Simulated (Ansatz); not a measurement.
Cubic perovskite CsPbBr₃ (cubic high-temperature phase), treated with PBEsol (Ansatz, an electronic-structure program, PAW).

Numerical settings: plane-wave cutoff 520 eV, 6×6×6 k mesh, Fermi–Dirac smearing 0.01 eV, scalar-relativistic PAW data made under PBE.

Properties against volume:

| V (Å³/atom) | P (GPa) | direct gap at Γ (eV) | smallest gap on the k mesh (eV) |
|---|---|---|---|
| 38.067 | 1.54 | 5.027 | 1.151 |
| 38.877 | 0.97 | 4.993 | 1.251 |
| 39.687 | 0.46 | 4.961 | 1.344 |
| 40.497 | 0.00 | 4.930 | 1.431 |
| 41.307 | -0.41 | 4.900 | 1.511 |
| 42.117 | -0.77 | 4.872 | 1.586 |
| 42.927 | -1.09 | 4.844 | 1.654 |

The fundamental gap (1.43 eV at the equilibrium volume, with added k points) lies elsewhere than Γ–Γ.

Note: the relaxation could not lower the start's symmetry, so the cell can be a saddle point above a distorted one.

Spin–orbit coupling is not included; with these elements it can move the gap by several tenths of an eV or more.
